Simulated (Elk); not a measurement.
Input and output of a self-consistent single point for TaZn3 (Pm-3m, 4 atoms in the cell) (Elk).

Method: LDA (PW92), all-electron FP-LAPW, Elk's shipped species files, APW+lo basis with extra local orbitals run with Elk.

```
TaZn3
1.0
    3.89079     0.00000     0.00000
    0.00000     3.89079     0.00000
    0.00000     0.00000     3.89079
Ta Zn
1 3
Direct
  0.00000   0.00000   0.00000
  0.00000   0.50000   0.50000
  0.50000   0.00000   0.50000
  0.50000   0.50000   0.00000
```

Reference input (self-consistent single point, DFT, LDA (PW92), all-electron FP-LAPW, Elk's shipped species files, APW+lo basis with extra local orbitals): rgkmax = 7.5; swidth = 0.00367493 Ha; ngridk = 5 5 5; tforce = true; gmaxvr = 18 1/bohr; lmaxapw = 10; lmaxo = 8; nxlo = 2; lorbcnd = true; lradstp = 2; nrmtscf = 2; lmaxi = 4. This run's input differs from it in these lines:

```diff
@@ -7,3 +7,3 @@
 rgkmax
-  7.5
+  9.19
```

Output, abridged:

```
│ Self-consistent loop started │
│ Loop number : 1 │
 total energy                :     -20996.6052090
│ Loop number : 2 │
 total energy                :     -20997.1454867
RMS change in Kohn-Sham potential (target) :   0.9199455767E-01 (  0.1000000000E-05)
Absolute change in total energy (target)   :   0.5402777099     (  0.1000000000E-03)
│ Loop number : 3 │
 total energy                :     -21001.5328074
RMS change in Kohn-Sham potential (target) :   0.5154136157E-01 (  0.1000000000E-05)
Absolute change in total energy (target)   :    4.522390154     (  0.1000000000E-03)
│ Loop number : 4 │
   [... lines left out ...]
Absolute change in total energy (target)   :   0.9075209273E-03 (  0.1000000000E-03)
│ Loop number : 16 │
 total energy                :     -20997.2628373
RMS change in Kohn-Sham potential (target) :   0.1115219100E-06 (  0.1000000000E-05)
Absolute change in total energy (target)   :   0.2213295193E-03 (  0.1000000000E-03)
│ Loop number : 17 │
 total energy                :     -20997.2628248
RMS change in Kohn-Sham potential (target) :   0.3111829294E-07 (  0.1000000000E-05)
Absolute change in total energy (target)   :   0.4278380584E-04 (  0.1000000000E-03)
Convergence targets achieved

│ Loop number : 18 │

Energies :
 Fermi                       :     0.314033121092
 total energy                :     -20997.2628399

Density of states at Fermi energy :    60.61877812
 (states/Hartree/unit cell)

Estimated indirect band gap :   0.1446060820E-01
 from k-point      6 to k-point      1
Estimated direct band gap   :   0.3659540466E-01
 at k-point      2

Charges :
 core                        :    82.00000000
 valence                     :    81.00000000
 interstitial                :    4.144158830
 muffin-tins (core leakage)
  species :    1 (Ta)
   atom    1                 :    71.61069170     (  0.2116875706E-06)
  species :    2 (Zn)
   atom    1                 :    29.08171649     (  0.9879547261E-04)
   atom    2                 :    29.08171649     (  0.9879547261E-04)
   [... lines left out ...]
   total force               :     0.00000000    0.00000000    0.00000000
   total magnitude           :     0.00000000
  atom :    3
   Hellmann-Feynman          :     0.00000000   -0.00000000    0.00000000
   IBS                       :    -0.00000000    0.00000000    0.00000000
   total force               :    -0.00000000    0.00000000    0.00000000
   total magnitude           :     0.00000000
```

The run converged in 18 iterations. The count includes the last loop, which Elk runs after its targets are met. Against the reference run the free energy drops by 86.6 meV/atom.

The starting cell comes from a database of computed structures (which also holds hypothetical and non-ambient phases and stackings), without a prior relaxation at this level. Spin-orbit coupling is off. Spin polarisation is off. Values depend on the basis (sphere radii, cutoffs, local orbitals), which need not be converged. The log's line on a gap gives a spacing of levels on this mesh, which the program prints for metals too.
